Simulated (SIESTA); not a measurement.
Effort and miss along a sweep of kgrid.MonkhorstPack: Ca2TiN2 (C2/m, 10 atoms in the cell)

Cell: a = 6.0057 Å, b = 6.0057 Å, c = 6.7732 Å, α = 112.43°, β = 112.43°, γ = 50.19°.

Method of the run: GGA PBEsol, numerical atomic orbitals TZP, PseudoDojo PBEsol standard norm-conserving potentials (rewritten from UPF to PSML) run with SIESTA 5.4.2.

Base settings: XC.functional = GGA; XC.authors = PBEsol; potentials = PseudoDojo PBEsol standard; PAO.BasisSize = TZP; PAO.EnergyShift = 0.01 Ry; MeshCutoff = 300 Ry; kgrid.MonkhorstPack = 4 4 3; OccupationFunction = MP; OccupationMPOrder = 0; ElectronicTemperature = 0.05 eV.

Misses are taken against the tightest run, 12 12 9, which need not be fully converged itself. The energy is the free energy per atom.

Core times come from one kind of shared machine and are given to one figure; runs under 30 s give none.

The starting cell comes from a database of computed structures (which also holds hypothetical and non-ambient phases and stackings), without a prior relaxation at this level. Spin polarisation is off, so a magnetic state, if there is one, cannot be reached. Values carry the incompleteness of an atom-centred basis.

```tsv
kgrid.MonkhorstPack	energy less reference (meV/atom)	pressure less reference (GPa)	largest difference in the force on any atom (eV/Å)	core time / reference (rough)
1 1 1	44.59	2.83	0.801	0.1
2 2 1	37.20	0.21	0.452	0.2
2 2 2	34.05	0.14	0.281	0.2
3 3 2	-0.48	0.04	0.076	0.2
4 4 3	0.94	0.03	0.108	0.2
5 5 4	-0.86	-0.01	0.028	0.2
6 6 5	0.52	0.01	0.028	0.3
7 7 5	0.13	0.01	0.011	0.3
8 8 6	-0.02	0.00	0.018	0.5
10 10 7	-0.02	0.00	0.005	0.6
12 12 9	0.00	0.00	0.000	1
```

Coarsest setting among those run that, with all tighter ones, holds the energy within 5 meV/atom of the reference: 3 3 2, off by 0.48 meV/atom; it needs about 0.2 of the reference's time.

The step from 2 2 1 to 10 10 7: it takes the miss in the energy from 37 to 0.02 meV/atom, for roughly 3 times the time.
